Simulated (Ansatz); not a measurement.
Consider a 32-atom cell of (Rh,Ir) started in the face-centred cubic structure, site fractions Rh 0.125, Ir 0.875, short-range order 0.00 among the nearest mixed sites of the first mixed sublattice (0 is random, a negative value favours unlike neighbours), space group Pm at the end. Its start:

```yaml
crystal:
  lattice:
    - [0.00000, 0.00000, 7.74963]
    - [7.75007, -0.00010, 0.00000]
    - [-0.00010, 7.75010, 0.00000]
  atoms:
    - { symbol: Rh, position: [0.99893, 0.50097, 0.99999] }
    - { symbol: Ir, position: [0.99933, 0.74975, 0.25023] }
    - { symbol: Ir, position: [0.25000, 0.75087, 0.99909] }
    - { symbol: Ir, position: [0.99891, 0.99930, 0.99937] }
    - { symbol: Ir, position: [0.99842, 0.25038, 0.25121] }
    - { symbol: Ir, position: [0.00049, 0.49993, 0.49989] }
    - { symbol: Ir, position: [0.00049, 0.75076, 0.74975] }
    - { symbol: Rh, position: [0.25000, 0.24870, 0.99855] }
    - { symbol: Ir, position: [0.25000, 0.50069, 0.25216] }
    - { symbol: Ir, position: [0.25000, 0.74908, 0.50057] }
    - { symbol: Rh, position: [0.50107, 0.50097, 0.99999] }
    - { symbol: Ir, position: [0.50067, 0.74975, 0.25023] }
    - { symbol: Ir, position: [0.75000, 0.75190, 0.00031] }
    - { symbol: Ir, position: [0.99944, 0.00019, 0.50085] }
    - { symbol: Ir, position: [0.99955, 0.24929, 0.74887] }
    - { symbol: Rh, position: [0.25000, 0.99904, 0.25118] }
    - { symbol: Ir, position: [0.25000, 0.25078, 0.50062] }
    - { symbol: Ir, position: [0.25000, 0.50069, 0.74784] }
    - { symbol: Ir, position: [0.50109, 0.99930, 0.99937] }
    - { symbol: Ir, position: [0.50158, 0.25038, 0.25121] }
    - { symbol: Ir, position: [0.49951, 0.49993, 0.49990] }
    - { symbol: Ir, position: [0.49951, 0.75076, 0.74975] }
    - { symbol: Ir, position: [0.75000, 0.24817, 0.00025] }
    - { symbol: Ir, position: [0.75000, 0.49988, 0.25136] }
    - { symbol: Ir, position: [0.75000, 0.74983, 0.49984] }
    - { symbol: Ir, position: [0.25000, 0.99935, 0.74950] }
    - { symbol: Ir, position: [0.50056, 0.00019, 0.50085] }
    - { symbol: Ir, position: [0.50045, 0.24929, 0.74887] }
    - { symbol: Ir, position: [0.75000, 0.00002, 0.24933] }
    - { symbol: Ir, position: [0.75000, 0.25010, 0.49985] }
    - { symbol: Ir, position: [0.75000, 0.49968, 0.74852] }
    - { symbol: Ir, position: [0.75000, 0.00010, 0.75071] }
```

These are PBE (plane waves to 420 eV, PAW; Ansatz, an electronic-structure program) values and carry that method's errors. Spin–orbit coupling is left out. Its k-point mesh 5×5×5, Fermi–Dirac width 0.05 eV.

Predict the alloy's volume and bond lengths.

The volume per atom is 14.43 Å³ and the Ir–Ir bonds (within 1.22 times the sum of covalent radii) is 2.732 Å on average, from 2.724 to 2.739 (147). The Ir–Rh bonds (within 1.22 times the sum of covalent radii) is 2.735 Å on average, from 2.731 to 2.742 (42). The Rh–Rh bonds (within 1.22 times the sum of covalent radii) is 2.737 Å on average, from 2.735 to 2.738 (3).
